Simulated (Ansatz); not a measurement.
The reference is La2O3 (space group P-3m1, No. 164; a = 3.935 Å, c = 6.126 Å).

Calculations: DFT with r2SCAN, PAW potentials and a 500 eV plane-wave cutoff in Ansatz (a program for electronic structure), no spin-orbit coupling.

Base values:

Lattice parameter a: 3.935 Å

Now apply this change: hydrostatic tension (pressure −2 GPa).

What does the calculation give for the lattice parameter a and mean gap deformation potential ΔEg/Δln V after the change?

The lattice parameter a grows by 0.013 Å, from 3.935 Å to 3.948 Å; the mean gap deformation potential ΔEg/Δln V is -0.6 eV.

Load acts through the strain it causes; cell and atoms are relaxed under it. Stability against distortions was not tested.
